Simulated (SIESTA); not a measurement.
Band structure of Mg₆CoMo (Amm2, 8 atoms in the cell).

```
CELL_PARAMETERS angstrom
      4.77093     0.00000     0.00000
      0.00000     2.99149     5.60744
      0.00000    -2.99149     5.60744
ATOMIC_POSITIONS crystal
  Mg 0.00000 0.34487 0.82067
  Mg 0.00000 0.82067 0.34487
  Mg 0.00000 0.32590 0.32590
  Mg 0.50000 0.16577 0.67963
  Mg 0.50000 0.67963 0.16577
  Mg 0.50000 0.17115 0.17115
  Co 0.00000 0.79786 0.79786
  Mo 0.50000 0.69416 0.69416
```

Computed with SIESTA 5.4.2 with GGA PBEsol, numerical atomic orbitals DZP, PseudoDojo PBEsol standard norm-conserving potentials (rewritten from UPF to PSML).

Settings: XC.functional = GGA; XC.authors = PBEsol; potentials = PseudoDojo PBEsol standard; PAO.BasisSize = DZP; PAO.EnergyShift = 0.005 Ry; MeshCutoff = 400 Ry; kgrid.MonkhorstPack = 4 3 3; OccupationFunction = FD; ElectronicTemperature = 1160.45 K; MaxSCFIterations = 150; SCF.Mixer.Method = Broyden; SCF.Mixer.Weight = 0.1; SCF.Mixer.History = 8; SCF.DM.Tolerance = 1.0E-05.

The starting cell comes from a database of computed structures (which also holds hypothetical and non-ambient phases and stackings), without a prior relaxation at this level. Its lattice was rescaled by a random factor within 2.5 % of one. Spin polarisation is off. Values carry the incompleteness of an atom-centred basis.

Levels in eV from the Fermi level, bands 42 to 47:
```csv
point,42,43,44,45,46,47
Γ,-1.05,-0.91,-0.74,-0.56,-0.41,0.05
X,-1.01,-0.64,-0.50,0.03,0.67,0.98
S,-0.91,-0.77,-0.48,-0.07,0.21,0.80
R,-1.39,-1.03,-0.98,-0.47,-0.46,0.28
A,-1.30,-0.99,-0.86,-0.14,0.12,0.47
Z,-1.22,-0.99,-0.96,-0.44,-0.31,-0.17
Y,-1.03,-1.03,-0.66,0.14,0.24,0.34
X1,-1.01,-0.64,-0.50,0.03,0.67,0.98
A1,-1.30,-0.99,-0.86,-0.14,0.12,0.47
T,-1.74,-1.10,-1.09,-0.27,0.40,0.68
```

Bands cross the Fermi level along this path, so the cell is metallic at this level.

Higher empty bands are left out: an atom-centred basis made for the valence describes them poorly.
